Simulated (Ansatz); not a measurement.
Ansatz (a first-principles code) run on CaPt₂ (R3m, 6 atoms in the cell): self-consistent single point.

Method: PBEsol, default PAW files made with PBE (plane waves; Ansatz).

```
CaPt2
1.0
    0.00000     3.81133     3.81133
    3.81133     0.00000     3.81133
    3.81133     3.81133     0.00000
Ca Pt
2 4
Direct
  0.00379   0.00379   0.00379
  0.25000   0.25000   0.25000
  0.12500   0.62500   0.62500
  0.62500   0.62500   0.12500
  0.62500   0.12500   0.62500
  0.62500   0.62500   0.62500
```

Reference input (self-consistent single point, DFT, PBEsol, plane waves, default PAW files made with PBE): basis.ecutwfc = 30.9 Ry; kpoints.mp_grid.grid = 8 8 8; hamiltonian.xc = pbesol; hamiltonian.pseudopotentials = {kind: paw} (the program's default PAW files); scf.occupations.method = gaussian; scf.occupations.width = 0.0073 Ry. This run's input differs from it in these lines:

Ansatz 0.2 input:
```diff
@@ -15,3 +15,3 @@
 kpoints:
-  mp_grid: { grid: [8, 8, 8] }
+  mp_grid: { grid: [13, 13, 13] }
 hamiltonian:
@@ -20,3 +20,3 @@
 scf:
-  occupations: { method: gaussian, width: 0.0073 Ry }
+  occupations: { method: methfessel_paxton, width: 0.0015 Ry }
 output:
```

Output (repeated stretches shortened):

```
SCF iter   1: F=—  HF=-53128.248570 eV  |F-HF|=—  |Δ(HF+E_count)|=         —  Δρ=6.18e-3  dr2=3.73e-2  ethr=1.77e-3  ⟨swp⟩=7.1  Hψ=51829  notcnv=0  defer=57
all-band conjugate gradients solve this SCF's bands
preconditioner: auto → Kerker (q_TF=auto, 2.645 Å⁻¹)
SCF iter   2: F=—  HF=-53128.243048 eV  |F-HF|=—  |Δ(HF+E_count)|=   5.52e-3  S|Δr|=    0.00e0  Δρ=4.07e-3  dr2=2.57e-2  ethr=4.05e-5  ⟨swp⟩=2.2  Hψ=18874  notcnv=0  defer=619
   [... lines left out ...]
SCF iter   6: F=—  HF=-53128.238305 eV  |F-HF|=—  |Δ(HF+E_count)|=   1.56e-5  S|Δr|=    0.00e0  Δρ=9.66e-5  dr2=2.95e-5  ethr=1.44e-7  ⟨swp⟩=1.1  Hψ=12346  notcnv=0  defer=619
SCF iter   7: F=—  HF=-53128.238329 eV  |F-HF|=—  |Δ(HF+E_count)|=   2.34e-5  S|Δr|=    0.00e0  Δρ=2.53e-5  dr2=1.71e-6  ethr=3.21e-8  ⟨swp⟩=2.0  Hψ=15126  notcnv=0  defer=619
SCF iter   8: F=-53128.238329 eV  HF=-53128.238329 eV  |F-HF|=5.65e-9  |Δ(HF+E_count)|=   3.19e-7  S|Δr|=    0.00e0  Δρ=2.26e-6  dr2=8.56e-9  ethr=1.09e-10  ⟨swp⟩=8.0  Hψ=57267  notcnv=0
SCF 1 converged in 8 iterations: F = -53128.238329 eV  dr2 = 8.56e-9
Stability not checked (fill_not_monotonic)
Free energy (F): -53128.238329 eV
Internal energy: -53128.237984 eV  (E = F + TS)
E sigma→0 (E₀):  -53128.238242 eV
Entropy (-TS):   -0.000345 eV (-0.057 meV/atom)
Fermi energy:    16.667357 eV
--- Forces (eV/Å), atoms counted from 1 ---
  atom   1  Ca    -0.13125351    -0.13125351    -0.13125351
  atom   2  Ca     0.05510449     0.05510449     0.05510449
  atom   3  Pt     0.03799592     0.01936351     0.01936351
  atom   4  Pt     0.01936351     0.01936351     0.03799592
  atom   5  Pt     0.01936351     0.03799592     0.01936351
  atom   6  Pt    -0.00056885    -0.00056885    -0.00056885
--- Stress (GPa, compression-positive) ---
       -1.044657       0.087706       0.087706
        0.087706      -1.044657       0.087706
        0.087706       0.087706      -1.044657
  P = ⅓ Tr σ = -1.0447 GPa (-10.447 kbar)
  The stress holds the Pulay correction. Without it, at fixed plane waves, as pw.x and ABINIT print it: P = -1.0810 GPa
```

The run converged in 8 iterations. Against the reference run the free energy rises by 2.2 meV/atom, the pressure hardly changes (-1.12 to -1.04 GPa) and the largest force moves little (0.231 to 0.227 eV/Å).

The starting cell comes from a database of computed structures (which also holds hypothetical and non-ambient phases and stackings), without a prior relaxation at this level. Its lattice was rescaled by up to half a per cent. One atom was moved a little off its site on purpose. Spin polarisation is off. Ansatz's pressure includes its estimate of the finite-basis (Pulay) stress.

Cost on one core of a shared machine: roughly 2 min.
